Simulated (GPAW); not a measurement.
Band structure of Cd2Hg (I4/mmm, 3 atoms in the cell).

```
Cd2Hg
1.0
   -1.98552     1.98552     4.24067
    1.98552    -1.98552     4.24067
    1.98552     1.98552    -4.24067
Cd Hg
2 1
Cartesian
  0.00000   0.00000   2.83455
  0.00000   0.00000   5.64679
  0.00000   0.00000   0.00000
```

Method: PBEsol, GPAW PAW datasets PBEsol (made by gpaw-setup) (plane waves; GPAW).

Settings: mode = pw; ecut = 550 eV; xc = PBEsol; kpts = 10 10 10; mesh shift (steps) = 0 0 0; occupations.name = methfessel-paxton; occupations.width = 0.272 eV; occupations.order = 0; nbands = -9; convergence.density = 1e-05 e/electron; convergence.energy = 1e-05 eV/electron; symmetry.symmorphic = false; symmetry.tolerance = 0.0005; maxiter = 120.

The starting cell comes from a database of computed structures (which also holds hypothetical and non-ambient phases and stackings), without a prior relaxation at this level. Its lattice was rescaled by a random factor within 2.5 % of one. Spin-orbit coupling is off.

Levels in eV from the Fermi level, bands 18 to 25:
```csv
point,18,19,20,21,22,23,24,25
Γ,-7.24,-6.94,1.37,1.52,3.59,4.12,4.32,4.32
X,-6.96,-3.15,-2.75,-1.10,-1.04,0.42,0.86,5.97
Y,-7.02,-3.49,-2.40,-2.38,-2.13,2.32,2.57,6.25
S,-6.98,-5.16,-4.32,-4.26,3.58,4.87,5.72,5.79
Z,-6.91,-6.28,-6.07,1.10,1.10,2.35,6.63,10.46
S1,-6.98,-5.16,-4.32,-4.26,3.58,4.87,5.72,5.79
N,-6.89,-5.38,-5.07,-1.16,0.83,5.39,5.71,6.43
P,-6.96,-3.15,-1.90,-1.73,-1.73,1.58,1.76,3.78
Y1,-7.02,-3.49,-2.40,-2.38,-2.13,2.32,2.57,6.25
```

Bands cross the Fermi level along this path, so the cell is metallic at this level.
